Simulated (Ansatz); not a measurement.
BeS under load (space group Imm2), r2SCAN with spin-orbit coupling, rigid bands (Ansatz, an electronic-structure program). Condition of this run: uniaxial stress along [110] of 1 GPa (compression positive) (the target of the relaxation). Band gap 3.52 eV, N_c = 1.46e19 cm⁻³ and N_v = 2.71e19 cm⁻³ at 300 K, conductivity masses along z (a = (-0.01, 2.43, 2.44) Å; b = (2.43, -0.01, 2.44) Å; c = (2.42, 2.42, 0.00) Å) of 0.315 mₑ (electrons) and 0.792 mₑ (holes). Take k_BT = 0.02585 eV.

**Question.** A film of it is 2 nm thick, with its normal along the direction named. Estimate the confinement energies in an infinite well.

**Answer.** ħ²π²/(2m t²) = 0.376 eV·nm²/(m/mₑ × t²) gives 298 meV for electrons and 119 meV for holes, so the gap would widen to about 3.94 eV. Finite barriers and nonparabolic bands lower this, and with several valleys or bands the heaviest mass along the normal sets the lowest level, not this average.

**Question.** Find the intrinsic carrier density and the intrinsic Fermi level.

**Answer.** n_i = √(N_c N_v) exp(−E_g/2k_BT) = 1.99e19 × exp(−68.08) = 5.4e-11 cm⁻³. The level lies (k_BT/2) ln(N_v/N_c) = 8 meV from mid-gap (positive towards the conduction band). Each 0.1 eV added to the gap lowers n_i by a factor of 6.9.

**Question.** What thermal injection velocity √(2k_BT/πm) limits a ballistic channel along the direction named?

**Answer.** 9.59e6 cm/s for electrons and 6.05e6 cm/s for holes, a ratio of √(m_h/m_e) = 1.59, for dilute carriers.

Rigid bands with the computed gap; masses take one relaxation time for all states.
